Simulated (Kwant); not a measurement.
System: circular cavity between two wires in a Ge (holes) two-dimensional gas. Effective mass 0.06 mₑ, grid spacing 12 nm, hard walls, nominal width 150 nm (13 grid rows, so walls 168 nm apart), one parabolic valley, scattering region 910 nm long along x; energies count from the band bottom; Fermi energy swept from 0.00022283 to 0.0033425 eV. Cavity of radius 190 nm, straight part 0 nm, centre moved sideways by 0 nm.

Constants are typed, rounded textbook-type inputs, not results; the design itself was drawn at random and stands for no fabricated device.

Computed with Kwant: effective-mass tight-binding model on a square grid, one spin, coherent transport at 0 K. Conductance is in e²/h.

Task: How many channels do the leads carry at E = 1.45, 1.51, 2.19 meV?

Result: The hard-wall thresholds are n² ħ²π²/(2mW²) = n² × 0.222 meV with W = 168 nm. √(1.45/0.222) = 2.56, so 2. √(1.51/0.222) = 2.61, so 2. √(2.19/0.222) = 3.14, so 3.
